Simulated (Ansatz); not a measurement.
**Parameter sweep on GaMo3 (P1, 8 atoms in the cell)**

```
GaMo3
1.0
    4.94529     0.00000     0.00000
    0.00000     4.94529     0.00000
    0.00000     0.00000     4.94529
Ga Mo
2 6
Cartesian
 -0.05301   0.00062   0.02228
  2.50491   2.51918   2.44727
  1.20319  -0.01548   2.47990
  3.78872  -0.01691   2.46706
  2.44203   3.73252   0.00152
  2.46033   1.23302  -0.01441
 -0.01224   2.44645   3.73666
  0.02929   2.46382   1.22293
```

Base run A: LDA (PW92), PAW files made with PBE (Ansatz, a quantum-chemistry and plane-wave program), self-consistent single point.

Its settings: basis.ecutwfc = 30.9 Ry; kpoints.mp_grid.grid = 6 6 6; hamiltonian.xc = lda; hamiltonian.pseudopotentials = {kind: paw} (the program's default PAW files); scf.occupations.method = gaussian; scf.occupations.width = 0.0073 Ry.

The starting cell comes from a database of computed structures (which also holds hypothetical and non-ambient phases and stackings), without a prior relaxation at this level. Its atoms were displaced at random from the sites of space group no. 223. Spin polarisation is off. In the base run, with a pressure of about -9 GPa the cell is away from its equilibrium volume at this level. In the base run, forces exceed 1 eV/Å. Ansatz's pressure includes its estimate of the finite-basis (Pulay) stress.

Total energies depend on the potentials, the functional and any Hubbard or dispersion term, so they are compared only between runs that share all of them.

Run A gave: pressure (GPa) -8.61; largest force (eV/Å) 1.583.

Runs:
- B: hamiltonian.xc: lda → pbesol [PBEsol]
- C: hamiltonian.xc: lda → blyp [BLYP]
- D: basis.ecutwfc: 30.9 Ry → 36.7 Ry; hamiltonian.xc: lda → r2scan [r2SCAN]

Problem. What does run D change against A?

Solution. The pressure goes from -8.61 to 0.18 GPa and the largest force goes from 1.583 to 1.667 eV/Å.

Problem. What does run C change against A?

Solution. The pressure goes from -8.61 to 12.91 GPa and the largest force goes from 1.583 to 1.694 eV/Å.

```json
[
 {"run": "A", "pressure (GPa)": "-8.61", "largest force (eV/Å)": "1.583"},
 {"run": "B", "pressure (GPa)": "-3.85", "largest force (eV/Å)": "1.665"},
 {"run": "C", "pressure (GPa)": "12.91", "largest force (eV/Å)": "1.694"},
 {"run": "D", "pressure (GPa)": "0.18", "largest force (eV/Å)": "1.667"}
]
```

Left out of this page: 2 runs of the series held back from this collection.

Keys are those of Ansatz 0.2.
